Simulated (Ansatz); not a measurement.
# Hypothetical diamond Ni, pressure series

Consider Ni in the diamond structure (space group Fd-3m, No. 227; ferromagnetic; a hypothetical phase, not in the database extracts checked).

```yaml
crystal:
  lattice:
    - [0.00000, 2.50348, 2.50348]
    - [2.50348, 0.00000, 2.50348]
    - [2.50348, 2.50348, 0.00000]
  atoms:
    - { symbol: Ni, position: [0.75000, 0.75000, 0.75000] }
    - { symbol: Ni, position: [0.50000, 0.50000, 0.50000] }
```

Cell and atoms are relaxed at each pressure.

Level of theory: PBEsol (Ansatz, a first-principles code), no SOC.

Notes on the quantities. enthalpy: H = E + PV relative to the base's energy.

```tsv
variant	enthalpy	density
base	–	6.21 g/cm³
pressure −2 GPa	-0.20 eV/atom	6.09 g/cm³
pressure −1 GPa	-0.10 eV/atom	6.15 g/cm³
pressure 0.3 GPa	+0.03 eV/atom	6.23 g/cm³
pressure 0.7 GPa	+0.07 eV/atom	6.25 g/cm³
pressure 1.5 GPa	+0.15 eV/atom	6.30 g/cm³
pressure 3 GPa	+0.29 eV/atom	6.38 g/cm³
pressure 5 GPa	+0.48 eV/atom	6.48 g/cm³
pressure 7.5 GPa	+0.71 eV/atom	6.60 g/cm³
pressure 10 GPa	+0.94 eV/atom	6.71 g/cm³
```

The magnetic state is the one reached from the starting moments; the real material's order can differ, and small cells can't hold many antiferromagnetic ones. Load acts through the strain it causes; cell and atoms are relaxed under it. Whether these cells are dynamically stable was not tested. Competing high-pressure phases were not computed.
